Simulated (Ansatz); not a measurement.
System: WO3 (Cmcm, No. 63, 8 atoms in the cell; start mp-2383052; a measured phase of this formula has another space group). Method: LDA (Ansatz, a first-principles code, PAW).

Run with plane-wave cutoff 520 eV, 10×10×6 k mesh (along the axes of the cell as run), Fermi–Dirac smearing 0.01 eV, no spin polarisation, scalar-relativistic PAW data made under PBE.

Cell (relaxed at this level):

```
WO3
1.0
    2.70210    -2.70814     0.00000
    2.70210     2.70814     0.00000
    0.00000     0.00000     7.42480
W O
2 6
Direct
  0.55665   0.44335   0.75000
  0.44335   0.55665   0.25000
  0.50000   0.50000   0.50000
  0.50000   0.50000   0.00000
  0.47937   0.02003   0.25000
  0.52063   0.97997   0.75000
  0.02003   0.47937   0.75000
  0.97997   0.52063   0.25000
```

Question: Estimate the band gap, smallest direct gap on the k points sampled and direct gap at Γ that the calculation returns.

Answer: 
* **band gap**: 1.24 eV
* **smallest direct gap on the k points sampled**: 1.31 eV
* **direct gap at Γ**: 2.30 eV

Spin–orbit coupling is not included.

Static lattice: no zero-point or thermal effects.

Cost on a shared machine: about 60 core-seconds (a rough figure).

A start named mp-… is a Materials Project structure, which need not be a measured phase.
